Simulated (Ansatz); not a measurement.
# A computed series for Zr: response to strain

The parent structure is Zr in the hcp (Mg type) structure (space group P6_3/mmc, No. 194; a = 3.1438 Å, c = 5.0928 Å; relaxed with 0.1 eV smearing). Axes: x lies along a and z along c of the hexagonal cell.

Strains are applied to the cell and any free atomic positions relax.

Level of theory: Ansatz (a program for electronic structure), LDA, PAW, cutoff 420 eV, without spin-orbit coupling.

Notes on the quantities. energy relative to the base: free energy F; pressure: mean of the normal stresses, compression positive.

```
change                          energy relative to the base  pressure  shortest interatomic distance
------------------------------  ---------------------------  --------  -----------------------------
base                                             0 meV/atom   0.0 GPa                        3.127 Å
uniaxial strain ε_zz = −3.00 %                 +11 meV/atom   3.6 GPa                        3.065 Å
uniaxial strain ε_zz = −2.00 %                +5.0 meV/atom   2.4 GPa                        3.086 Å
uniaxial strain ε_zz = −1.00 %                +1.2 meV/atom   1.1 GPa                        3.106 Å
uniaxial strain ε_zz = −0.50 %                +0.3 meV/atom   0.6 GPa                        3.117 Å
uniaxial strain ε_zz = +0.50 %                +0.3 meV/atom  -0.6 GPa                        3.137 Å
uniaxial strain ε_zz = +1.00 %                +1.2 meV/atom  -1.1 GPa                        3.144 Å
uniaxial strain ε_zz = +1.50 %                +2.6 meV/atom  -1.6 GPa                        3.144 Å
uniaxial strain ε_zz = +2.00 %                +4.6 meV/atom  -2.1 GPa                        3.144 Å
uniaxial strain ε_zz = +3.00 %                 +10 meV/atom  -3.1 GPa                        3.144 Å
```

Whether these cells are dynamically stable was not tested. All final runs are without spin polarisation.
